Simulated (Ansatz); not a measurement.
Band structure of TiIn (P4/mmm, 2 atoms in the cell).

```xyz
2
Lattice="2.9635 0.0000 0.0000 0.0000 2.9635 0.0000 0.0000 0.0000 4.2393" Properties=species:S:1:pos:R:3 pbc="T T T"
Ti     1.4818     1.4818     2.1197
In     0.0000     0.0000     0.0000
```

Method of the run: PBEsol, default PAW files made with PBE (plane waves; Ansatz, a quantum-chemistry and plane-wave program).

Settings: kpoints.mp_grid.grid = 15 15 10; hamiltonian.xc = pbesol; hamiltonian.pseudopotentials = {kind: paw} (the program's default PAW files); scf.occupations.method = fermi_dirac; scf.occupations.width = 0.0073 Ry; kpoints.band_path.npoints = 8.

The starting cell comes from a database of computed structures (which also holds hypothetical and non-ambient phases and stackings), without a prior relaxation at this level. Its lattice was rescaled by a random factor within 2.5 % of one. Spin polarisation is off.

Levels in eV from the Fermi level, bands 10 to 16:
```
point     10     11     12     13    14    15    16
-----  -----  -----  -----  -----  ----  ----  ----
Γ      -9.67  -1.42  -0.76  -0.69  1.81  1.81  2.67
X      -5.18  -4.76  -1.74  -0.46  1.30  1.90  3.59
M      -3.11  -0.94  -0.94   0.24  0.24  0.29  3.47
Z      -8.34  -5.41  -0.74   0.29  1.28  1.28  2.65
R      -5.25  -3.28  -1.58  -0.90  1.26  1.51  1.90
A      -2.41  -2.39  -2.39   0.51  1.46  3.47  4.23
```

Bands cross the Fermi level along this path, so the cell is metallic at this level.

Keys are those of Ansatz 0.2.
